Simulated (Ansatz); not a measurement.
Rutile MgH2 was calculated with PBE in Ansatz (PAW).

Run with plane-wave cutoff 520 eV, 8×8×8 k mesh, perturbation theory, force constants from a 4×4×4 q mesh, scalar-relativistic PAW data made under PBE.

Computed at the level's own relaxed cell. Harmonic vibrational thermodynamics at fixed volume:

```
T (K)  S_vib (J/K per mol of atoms)  C_V (J/K per mol of atoms)  F_vib (eV/atom)
-----  ----------------------------  --------------------------  ---------------
0                              0.00                        0.00           0.1342
100                            2.25                        4.30           0.1335
500                           18.18                       17.12           0.0897
600                           21.46                       18.82           0.0691
700                           24.46                       20.07           0.0453
800                           27.20                       21.01           0.0185
1000                          32.04                       22.25          -0.0430
```

The crystal is taken as a harmonic solid at every temperature: melting, phase changes and thermal expansion are not seen.

Ansatz is a first-principles code.
